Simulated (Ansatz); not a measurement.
Band structure of CsTlF3 (R3m, 5 atoms in the cell).

```
CELL_PARAMETERS angstrom
      3.38694     1.95545     2.76513
     -3.38694     1.95545     2.76513
      0.00000    -3.91091     2.76513
ATOMIC_POSITIONS crystal
  Cs 0.04723 0.04723 0.04723
  Tl 0.54689 0.54689 0.54689
  F  0.54650 0.54650 0.04688
  F  0.04688 0.54650 0.54650
  F  0.54650 0.04688 0.54650
```

Level of theory: LDA (PW92), PAW files made with PBE (plane waves; Ansatz, an electronic-structure program).

Settings: kpoints.mp_grid.grid = 6 6 6; hamiltonian.xc = lda; hamiltonian.pseudopotentials = {kind: paw} (the program's default PAW files); scf.occupations.method = gaussian; scf.occupations.width = 0.0147 Ry; kpoints.band_path.npoints = 8.

The starting cell comes from a database of computed structures (which also holds hypothetical and non-ambient phases and stackings), without a prior relaxation at this level. Spin-orbit coupling is off.

Levels in eV from the Fermi level, bands 19 to 26:
```csv
point,19,20,21,22,23,24,25,26
Γ,-3.13,-3.13,-3.13,-3.01,5.23,5.23,5.28,7.61
X,-3.31,-3.16,-3.16,-0.31,4.15,5.88,6.43,6.43
M,-3.25,-2.98,-2.83,0.81,5.35,5.35,6.16,6.89
R,-2.98,-2.83,-2.83,1.83,4.01,4.01,4.01,8.97
```

Bands cross the Fermi level along this path, so the cell is metallic at this level.

Keys are those of Ansatz 0.2.
